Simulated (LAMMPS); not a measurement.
MD of Al (fcc) at zero pressure, 256 atoms, as a crystal; each row is its own run.

Model: classical MD, pair style bop, file AlCu.bop.table (LAMMPS).

```csv
T (K),enthalpy (eV/atom)
200,-3.3085
300,-3.2822
420,-3.2491
700,-3.1709
840,-3.1293
980,-3.0807
```

### Question
Fit a straight line, y = a + b x, to these rows (x is the first column, y the second) and predict the run at x = 560.

### Answer
Least squares gives a = -3.3690 and b = 0.0002888. At x = 560 the fit predicts -3.2073 eV/atom. The run itself gave -3.2114 ± 0.0008 eV/atom, so the fit is 4.1 meV/atom high.

Caution (rows 700; 840; 980): a run this short can hold a crystal over, or a liquid under, the potential's own melting point, which these runs don't give.

Caution (row 980): this crystal lies over the measured melting point of 933 K, so it is superheated or the potential melts high.
